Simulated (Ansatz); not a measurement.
The starting structures come from a database of crystals and need not be the phases stable at ambient conditions.

 Where the default PAW files enter, the runs use the earlier of Ansatz's two default sets.

Inside the gap of an insulator the Bloch states are evanescent, with a wavenumber k + iκ along the transport direction.

Data:

```yaml
crystal:
  lattice:
    - [3.91768, 0.00000, 0.00000]
    - [0.00000, 3.91768, 0.00000]
    - [0.00000, 0.00000, 3.91768]
  atoms:
    - { symbol: Tl, position: [0.00000, 0.00000, 0.00000] }
    - { symbol: Cl, position: [0.50000, 0.50000, 0.50000] }
```

Space group of this cell: Pm-3m, CsCl type. The cell was relaxed by PBE-D3(BJ); by PBEsol its mean pressure is -2.6 GPa.

Transport runs along the normal of the first two printed cell vectors, the (001) plane of the conventional cell.

The gap is the functional's own, uncorrected, and κ follows it; spin-orbit coupling is left out. Mid-gap values are interpolated between the computed energies.

**Question.** Give the band gap and the smallest decay constant κ at mid-gap that PBEsol run with Ansatz (a program for electronic structure) yields.

**Answer.** Gap 2.10 eV on a 8×8×8 mesh; κ = 0.174 1/Å, at the zone centre.
